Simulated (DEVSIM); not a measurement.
Device: abrupt Ge p-n junction, at 300 K.

| layer (left to right) | material | thickness (μm) | Nd (cm⁻³) | Na (cm⁻³) | τn (s) | τp (s) |
|---|---|---|---|---|---|---|
| 1 | Ge | 4.90 | - | 4.2e16 | 0.00076 | 0.00076 |
| 2 | Ge | 0.400 | 2.2e15 | - | 0.00076 | 0.00076 |

Left contact: ohmic. Right contact: ohmic. Voltage is applied to the left contact. Recombination: SRH at mid-gap. Mobility is μmin + (μ − μmin)/(1 + (N/Nref)^α).

The device is made up for the run: typed textbook-type constants, with dimensions and the other settings drawn at random. Values at 300 K.

```
parameter           Ge
-------------  -------
gap (eV)         0.664
affinity (eV)        4
permittivity        16
Nc (cm⁻³)      1.04e19
Nv (cm⁻³)         6e18
μn (cm²/Vs)       3900
μp (cm²/Vs)       1900
μn,min             150
μp,min             100
Nref,n          2.6e17
Nref,p            4e17
αn                0.56
αp                 0.6
```

Model (solved in DEVSIM): 1D drift-diffusion, Boltzmann statistics, complete ionisation; no tunnelling, impact ionisation, image-force lowering or self-heating.

The doping Na of layer 1 was swept, all else fixed.

```
doping Na of layer 1 (cm^-3)  largest field in the device at zero bias (V/cm)  potential step across the device at zero bias (V)  dark forward voltage at 100 A/cm² (V)
----------------------------  -----------------------------------------------  -------------------------------------------------  -------------------------------------
1.3e15                                                                   5700                                              0.227                                  0.259
4.2e15                                                                    [?]                                              0.257                                    [?]
1.3e16                                                                  11000                                              0.287                                  0.208
4.2e16                                                                  14000                                              0.317                                  0.194
1.3e17                                                                  20000                                              0.346                                  0.188
4.2e17                                                                  32000                                              0.377                                  0.184
1.3e18                                                                  54000                                              0.406                                  0.183
```

What belongs in the gaps?


- 4.2e15, largest field in the device at zero bias (V/cm): 8300
- 4.2e15, dark forward voltage at 100 A/cm² (V): 0.233
